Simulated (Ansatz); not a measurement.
The starting structures come from a database of crystals and need not be the phases stable at ambient conditions.

```
InBrS4Sb2
1.0
    3.86989     0.00000     0.00000
    0.00000    11.55665     0.03494
    1.93495    -4.93664     8.71128
In Sb S Br
2 4 8 2
Cartesian
  3.86989   3.25530   5.91668
  1.93495   3.36471   2.82954
  1.93495  -0.85022   3.61307
  3.86989   7.47023   5.13316
  3.86989   8.56337   0.88828
  1.93495  -1.94336   7.85794
  3.86989  -1.62213   5.59551
  1.93495   8.24214   3.15071
  1.93495   7.29202   6.95609
  3.86989  -0.67201   1.79013
  1.93495   4.73418   4.99201
  3.86989   1.88584   3.75422
  3.86989   4.57075   8.13730
  1.93495   2.04927   0.60892
  3.86989   5.15477   1.78128
  1.93495   1.46525   6.96495
```

Space group of this cell: C2/m. The cell was relaxed by PBE-D3(BJ); by r2SCAN its mean pressure is 0.9 GPa.

Transport runs along the normal of the first two printed cell vectors.

The gap is the functional's own, uncorrected, and κ follows it; spin-orbit coupling is left out. Mid-gap values are interpolated between the computed energies.

**Question.** Estimate the band gap and the smallest decay constant κ at mid-gap that r2SCAN (Ansatz, an electronic-structure program) returns for this system.

**Answer.** Gap 1.73 eV on a 8×4×8 mesh; κ = 0.230 1/Å, at (0.000, 0.250) of the in-plane reciprocal vectors. At the zone centre, at the nearest computed energy, the slowest state has κ = 0.23 1/Å.
